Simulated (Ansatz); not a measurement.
We consider RuTe (model structure, within 0.1 Å of Pm-3m, No. 221, 2 atoms in the cell), described by LDA (PAW; Ansatz, a first-principles code).

Run with plane-wave cutoff 520 eV, 18×18×14 k mesh (along the axes of the cell as run), Fermi–Dirac smearing 0.05 eV, no spin polarisation, scalar-relativistic PAW data made under PBE.

Cell (relaxed at this level):

```xyz
2
Lattice="3.2557 0.0000 0.0000 0.0000 3.2557 0.0000 0.0000 0.0000 3.2516" Properties=species:S:1:pos:R:3 pbc="T T T"
Ru     0.0000     0.0000     0.0000
Te     1.6279     1.6279     1.6258
```

Q: Estimate the bulk modulus that the calculation returns.

A: 
- bulk modulus: 175 GPa

Note: the run has no spin polarisation, so it can have missed a magnetic state; the bulk modulus is −V dP/dV from two relaxed cells at ±2 % in volume.

Spin–orbit coupling is not included; it can open a gap where bands touch, and shift volumes and moduli.

Static lattice: no zero-point or thermal effects.

The result took very roughly 2.5 core-minutes.

A model structure was made by putting elements into a prototype or built by hand; it is no filed structure, need not be a known phase, and can be a saddle point held by its symmetry.
